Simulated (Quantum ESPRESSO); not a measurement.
Worked example: self-consistent single point of Na (Im-3m, 1 atom in the cell) in Quantum ESPRESSO.

Computed with PBE, SSSP 1.1.2 efficiency (PBE) pseudopotentials (plane waves; Quantum ESPRESSO 7.5).

The change in words: lattice scaled by 1.03. Reference geometry:
```
CELL_PARAMETERS angstrom
     -2.11644     2.11644     2.11644
      2.11644    -2.11644     2.11644
      2.11644     2.11644    -2.11644
ATOMIC_POSITIONS crystal
  Na 0.00000 0.00000 0.00000
```

Reference input (self-consistent single point, DFT, PBE, plane waves, SSSP 1.1.2 efficiency (PBE) pseudopotentials): ecutwfc = 40 Ry; ecutrho = 320 Ry; occupations = smearing; smearing = methfessel-paxton; degauss = 0.0147 Ry; potentials = {Na: na_pbe_v1.5.uspp.F.UPF}; K_POINTS = automatic 9 9 9 0 0 0; conv_thr = 1e-10 Ry. This run's input differs from it in these lines:

```diff
@@ -24,5 +24,5 @@
 CELL_PARAMETERS {bohr}
-  -3.999490070     3.999490070     3.999490070
-   3.999490070    -3.999490070     3.999490070
-   3.999490070     3.999490070    -3.999490070
+  -4.119474450     4.119474450     4.119474450
+   4.119474450    -4.119474450     4.119474450
+   4.119474450     4.119474450    -4.119474450
 ATOMIC_POSITIONS {crystal}
```

Output, abridged:

```
     Self-consistent Calculation

     iteration #  1     ecut=    40.00 Ry     beta= 0.70

     Threshold (ethr) on eigenvalues was too large:
     Diagonalizing with lowered threshold

     total energy              =     -95.34494363 Ry
     estimated scf accuracy    <       0.00088784 Ry

     iteration #  2     ecut=    40.00 Ry     beta= 0.70

     total energy              =     -95.34504953 Ry
     estimated scf accuracy    <       0.00009661 Ry

     iteration #  3     ecut=    40.00 Ry     beta= 0.70

     total energy              =     -95.34505876 Ry
     estimated scf accuracy    <       0.00000566 Ry

   [... 2 blocks of this kind left out ...]

     iteration #  6     ecut=    40.00 Ry     beta= 0.70

     total energy              =     -95.34505922 Ry
     estimated scf accuracy    <          1.2E-10 Ry

     iteration #  7     ecut=    40.00 Ry     beta= 0.70
     End of self-consistent calculation

     the Fermi energy is     1.1632 ev

!    total energy              =     -95.34505922 Ry
     estimated scf accuracy    <          2.5E-11 Ry
     smearing contrib. (-TS)   =       0.00001062 Ry
     internal energy E=F+TS    =     -95.34506983 Ry

     convergence has been achieved in   7 iterations

     Forces acting on atoms (cartesian axes, Ry/au):

     atom    1 type  1   force =     0.00000000    0.00000000    0.00000000

     Total force =     0.000000     Total SCF correction =     0.000000

          total   stress  (Ry/bohr**3)                   (kbar)     P=       -7.22
  -0.00004911  -0.00000000   0.00000000           -7.22       -0.00        0.00
   0.00000000  -0.00004911   0.00000000            0.00       -7.22        0.00
   0.00000000  -0.00000000  -0.00004911            0.00       -0.00       -7.22

   JOB DONE.
```

The run converged in 7 iterations. Against the reference run the free energy rises by 10.3 meV/atom and the pressure goes from -0.19 to -0.72 GPa.

The starting cell comes from a database of computed structures (which also holds hypothetical and non-ambient phases and stackings), without a prior relaxation at this level. Its lattice was rescaled by a random factor within 2.5 % of one. For this run, on top of that: lattice scaled by 1.03.
